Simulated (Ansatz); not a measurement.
An Ansatz (an electronic-structure program) input (PBE (Ansatz, PAW, spin-orbit coupling left out)):

Ansatz 0.2 input:
```yaml
crystal:
  lattice:
    - [2.5949111828, 1.4981726699, 4.6718525796]
    - [-2.5949111828, 1.4981726699, 4.6718525796]
    - [0, -2.9963453398, 4.6718525796]
  atoms:
    - { symbol: Li, position: [0.702630845, 0.702630845, 0.702630845] }
    - { symbol: Li, position: [0.202630845, 0.202630845, 0.202630845] }
    - { symbol: Nb, position: [0.9838533957, 0.9838533957, 0.9838533957] }
    - { symbol: Nb, position: [0.4838533957, 0.4838533957, 0.4838533957] }
    - { symbol: O, position: [0.6262762661, 0.8737342029, 0.2632152902] }
    - { symbol: O, position: [0.8737342029, 0.2632152902, 0.6262762661] }
    - { symbol: O, position: [0.2632152902, 0.6262762661, 0.8737342029] }
    - { symbol: O, position: [0.7632152902, 0.3737342029, 0.1262762661] }
    - { symbol: O, position: [0.3737342029, 0.1262762661, 0.7632152902] }
    - { symbol: O, position: [0.1262762661, 0.7632152902, 0.3737342029] }
basis: { ecutwfc: 420, ecutrho_ratio: 4, xc_grid: 2, fft_grid_basis: typed }
kpoints: { mp_grid: { grid: [8, 8, 8] } }
hamiltonian:
  xc: pbe
  dispersion: none
  pseudopotentials: { kind: paw }
scf: { occupations: { method: fermi_dirac, width: 0.05 }, convergence: { dr2_threshold: 0.000000001 } }
output: { forces: true, stress: true }
checkpoint: { write: state.ck, write_every: 1000 }
```

Question: Which symmetry and how many k-points will the program report, and about how many plane waves at Γ?

Answer: Space group R3c (ITA 161) with 6 operations, k-points 65 of 512, and 2139 plane waves at Γ.

No phonon test of stability was made. The cell is LiNbO₃ (space group R3c, No. 161).
